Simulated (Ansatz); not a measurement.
Base system: ZrO2 in the fluorite structure (space group Fm-3m, No. 225; a = 5.089 Å).

Levels (all Ansatz, a quantum-chemistry and plane-wave program, PAW, earlier PAW set): r2SCAN (500 eV, spin-orbit coupling left out); HSE06 (420 eV, scalar-relativistic without spin-orbit coupling).

Its gap is 3.89 eV with r2SCAN and 4.98 eV with HSE06.

It is then changed as follows: full substitution Zr → Hf, then cell and atoms are relaxed.

With r2SCAN the gap becomes 4.30 eV.

Q: If the HSE06 correction stayed the same, what would the HSE06 gap be, and what does the HSE06 run give?

A: A rigid correction of +1.09 eV gives 5.39 eV. The HSE06 run gives 5.41 eV, so the two effects roughly add.

Single points use the geometry relaxed with r2SCAN. HSE06 was sampled on its mesh, a few special points and the semilocal edge points, so its gap is an upper bound. With Hf present, leaving out spin-orbit coupling can change the band edges. Stability against distortions was not tested. This is not the structure that HfO2 has at room temperature and ambient pressure. This is not the structure that ZrO2 has at room temperature and ambient pressure.
